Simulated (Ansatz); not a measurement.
**SnS2: biaxial strain +0.93 %, plane normal [001], relaxed out of plane**

The parent structure is SnS$_{2}$ in the CdI2 type structure (space group P-3m1, No. 164; a = 3.669 Å, c = 5.806 Å; layered, stacked along the Cartesian z axis). Axes: x lies along a and z along c of the hexagonal cell.

It is then changed as follows: biaxial strain +0.93 %, plane normal [001], relaxed out of plane (Cartesian); in-plane vectors clamped, the third vector and the atoms free.

All numbers come from PBE-D3(BJ)/PAW in Ansatz (a program for electronic structure), no spin-orbit coupling. k-mesh 10×10×6 (Γ-centred); smearing 0.05 eV (Fermi–Dirac).

The volume per atom goes up by 0.22 Å³, from 22.57 Å³ to 22.79 Å³ and the space group is still P-3m1 (No. 164). The shortest interatomic distance rises by 0.0176 bohr, from 4.882 bohr to 4.899 bohr and the pressure (mean of the normal stresses, compression positive) goes from zero to -8.7 kbar. The band gap shrinks by 0.11 eV, from 1.27 eV to 1.16 eV (an upper bound: an edge found on the path is not a true extremum; the changed cell) and the out-of-plane strain is -0.87 %. The ratio −ε⊥/ε∥ comes out as 0.94 and the mean in-plane stress (compression positive) amounts to -1.3 GPa.

Final structure (turned so that z lies along the plane normal):

```
SnS2
1.0
    3.70352     0.00000     0.00000
    1.85176     3.20734     0.00000
    0.00000     0.00000     5.75554
Sn S
1 2
Cartesian
  0.00000   0.00000   0.00000
  1.85176   1.06911   1.46616
  3.70352   2.13823   4.28938
```

Cost of the whole job for the changed cell (relaxation, final SCF and bands): roughly 29 core-seconds.

Whether these cells are dynamically stable was not tested.
